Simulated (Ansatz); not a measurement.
System: InP (model structure, started from the NiAs type, P6₃/mmc, No. 194, 4 atoms in the cell). Method: r²SCAN (plane waves, PAW; Ansatz, an electronic-structure program).

Numerical settings: plane-wave cutoff 560 eV, 18×18×10 k mesh (along the axes of the cell as run), Fermi–Dirac smearing 0.05 eV, scalar-relativistic PAW data made under PBE.

Cell (relaxed at this level):

```
CELL_PARAMETERS angstrom
      3.85458     0.00000     0.00000
     -1.92729     3.33817     0.00000
      0.00000     0.00000     6.55195
ATOMIC_POSITIONS crystal
  In 0.00000 0.00000 0.00000
  In 0.00000 0.00000 0.50000
  P  0.33333 0.66667 0.25000
  P  0.66667 0.33333 0.75000
```

**Question.** Give the computed bulk modulus B0.

**Answer.** 
- bulk modulus B0: 82.3 GPa

The run finds no gap.

Note: the bulk modulus is −V dP/dV from two relaxed cells at ±2 % in volume; the relaxation could raise the start's symmetry but not lower it, so the cell can be a saddle point.

Spin–orbit coupling is not included; it can open a gap where bands touch, and shift volumes and moduli.

The computed numbers hold no vibrational or temperature effects.

A model structure was made by putting elements into a prototype or built by hand; it is no filed structure, need not be a known phase, and can be a saddle point held by its symmetry.
